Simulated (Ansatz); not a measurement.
## KBr: response to strain

Start from KBr in the rock salt structure (space group Fm-3m, No. 225; a = 6.705 Å).

Strains are applied to the cell and any free atomic positions relax.

Level of theory: PBE (Ansatz, a program for electronic structure, PAW, spin-orbit coupling left out).

Candidates:
(a) isotropic strain −2.50 %
(b) isotropic strain +2.50 %
(c) isotropic strain +2.00 %

Base values:

```
Quantity   Result
--------  -------
Band gap  4.31 eV
```

Order them by band gap, highest first.

(a) isotropic strain −2.50 % (4.51 eV), (c) isotropic strain +2.00 % (4.16 eV), (b) isotropic strain +2.50 % (4.13 eV)

Whether these cells are dynamically stable was not tested.
